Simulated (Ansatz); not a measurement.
The starting structures come from a database of crystals and need not be the phases stable at ambient conditions.

Tunnelling through a barrier is set by its complex band structure: the current falls as exp(−2κd) with the smallest κ.

Given:

```xyz
20
Lattice="7.3973 -0.0199 0.0023 -0.4321 7.4929 0.0172 0.2544 2.5213 5.6734" Properties=species:S:1:pos:R:3 pbc="T T T"
Hg     2.0010     1.2707     0.2603
Hg     5.2186     8.7236     5.4326
Hg     0.4869     3.1699     3.2033
Hg     6.7327     6.8244     2.4895
Te     3.3179     6.8585     2.7208
Te     3.9017     3.1358     2.9721
Te     0.8757     5.0542     0.0328
Te     6.3440     4.9401     5.6601
O      3.1217     9.2387     4.2414
O      4.0980     0.7556     1.4515
O      3.3151     4.5208     4.1586
O      3.9046     5.4735     1.5342
O      2.1986     3.0423     2.0114
O      5.0210     6.9520     3.6815
O      1.0795     6.5844     1.3160
O      6.1402     3.4099     4.3768
O      7.2781     1.4855     1.1440
O     -0.0584     8.5088     4.5489
O      6.8706     4.3634     1.1503
O      0.3491     5.6309     4.5426
```

Space group of this cell: P-1. The cell was relaxed by PBE-D3(BJ); by r2SCAN its mean pressure is -2.4 GPa.

Transport runs along the normal of the first two printed cell vectors.

The gap is the functional's own, uncorrected, and κ follows it; spin-orbit coupling is left out. Mid-gap values are interpolated between the computed energies.

### Question
Estimate the band gap and the smallest decay constant κ at mid-gap that r2SCAN run with Ansatz (a first-principles code) returns for this system.

### Answer
Gap 2.53 eV on a 4×6×6 mesh; κ = 0.391 1/Å, at (0.500, 0.250) of the in-plane reciprocal vectors. At the zone centre, at the nearest computed energy, the slowest state has κ = 0.42 1/Å.
